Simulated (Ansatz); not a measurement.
The reference is HgO in the zinc blende structure (space group F-43m, No. 216; a hypothetical phase, not in the database extracts checked).

```
HgO
1.0
    0.00000     2.59797     2.59797
    2.59797     0.00000     2.59797
    2.59797     2.59797     0.00000
O Hg
1 1
Cartesian
  3.89696   3.89696   3.89696
  0.00000   0.00000   0.00000
```

Method: PBEsol, PAW, 420 eV (Ansatz, a first-principles code; scalar-relativistic without spin-orbit coupling).

For the base:

- Pressure: 0.0 GPa

The change: an isotropic linear strain of +1.78 %; the atoms relax in the strained cell.

Task: What happens to the energy relative to the base and pressure?

Result: The energy rises by 14 meV/atom; the pressure goes from zero to -4.4 GPa.

No phonon test of stability was made. All final runs are without spin polarisation.
